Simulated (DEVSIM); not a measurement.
Device: illuminated Si p-on-n cell, one wavelength, at 300 K.

Layer 1 from the left is Si, thickness (μm) 0.550, Na (cm⁻³) 7.4e18, τn (s) 8.5e-5, τp (s) 1.4e-5, absorption coefficient (cm⁻¹) 380. Layer 2 from the left is Si, thickness (μm) 140, Nd (cm⁻³) 7.8e16, τn (s) 0.00057, τp (s) 0.00057, absorption coefficient (cm⁻¹) 380.

Left contact: ohmic, minority electron recombination velocity 40 cm/s. Right contact: ohmic, minority hole recombination velocity 3e6 cm/s. Voltage is applied to the left contact. Recombination: SRH at mid-gap, radiative, Auger. Gap narrowing is on: ΔEg = 6.92 meV × (l + √(l² + 0.5)), l = ln(N/1.3e17 cm⁻³), shared equally by both band edges. Light enters at the left, 3.3e16 photons cm⁻² s⁻¹, one pass, no reflection. Mobility is μmin + (μ − μmin)/(1 + (N/Nref)^α).

Constants are typed, rounded textbook-type inputs, not results; the design itself was drawn at random and stands for no fabricated device. Values at 300 K.

Si: gap (eV) 1.124, affinity (eV) 4.05, permittivity 11.7, Nc (cm⁻³) 2.86e19, Nv (cm⁻³) 3.1e19, μn (cm²/Vs) 1417, μp (cm²/Vs) 470, μn,min 52, μp,min 45, Nref,n 9.7e16, Nref,p 2.2e17, αn 0.68, αp 0.72, B (cm³/s) 4.7e-15, Cn (cm⁶/s) 2.8e-31, Cp (cm⁶/s) 9.9e-32.

Model (solved in DEVSIM): 1D drift-diffusion, Boltzmann statistics, complete ionisation; no tunnelling, impact ionisation, image-force lowering or self-heating.

Dark forward current:

| |V| (V) | |J| (A/cm²) |
|---|---|
| 0.20 | 4.733e-10 |
| 0.25 | 2.967e-9 |
| 0.30 | 1.967e-8 |
| 0.35 | 1.337e-7 |
| 0.40 | 9.181e-7 |
| 0.45 | 6.332e-6 |
| 0.50 | 4.375e-5 |
| 0.55 | 0.0003025 |
| 0.60 | 0.002092 |
| 0.65 | 0.01446 |
| 0.70 | 0.09950 |
| 0.75 | 0.6666 |
| 0.80 | 3.970 |
| 0.85 | 18.59 |
| 0.90 | 67.88 |
| 0.95 | 186.1 |
| 1.00 | 380.1 |
| 1.05 | 634.6 |
| 1.10 | 936.3 |
| 1.15 | 1277 |
| 1.20 | 1649 |
| 1.25 | 2051 |

Question: Work out the local ideality factor n = ΔV / (kT/q · ln(J2/J1)) between the rows 0.20 and 0.25 V, 0.55 and 0.60 V, 1.20 and 1.25 V.

Answer: kT/q = 25.85 mV. From 0.20 to 0.25 V: ln(2.967e-9/4.733e-10) = 1.836, n = 1.05, near the 1 of diffusion or emission over a barrier. From 0.55 to 0.60 V: ln(0.002092/0.0003025) = 1.934, n = 1.00, near the 1 of diffusion or emission over a barrier. From 1.20 to 1.25 V: ln(2051/1649) = 0.218, n = 8.87.

Question: What current could the absorbed light give at most, and what share is collected?

Answer: Σ αd = 5.34, so qΦ(1 − exp(−Σ αd)) = 5.26 mA/cm². The simulated short-circuit current is 4.308 mA/cm², a share of 0.82.

Question: Estimate the open-circuit voltage by superposition: the voltage at which the dark current equals that short-circuit current.

Answer: Interpolating ln J in the table gives 0.619 V. The simulation gives 0.619 V, the same within the digits that matter. Superposition holds where collection doesn't change with voltage.

Question: Estimate the fill factor from FF0 = (v − ln(v + 0.72))/(v + 1), v = qVoc/(nkT), with n from the dark curve.

Answer: The rows about Voc, 0.60 and 0.65 V, give n = 1.00, so v = 23.9 and FF0 = 0.831. The simulation gives 0.831, the same within the digits that matter.
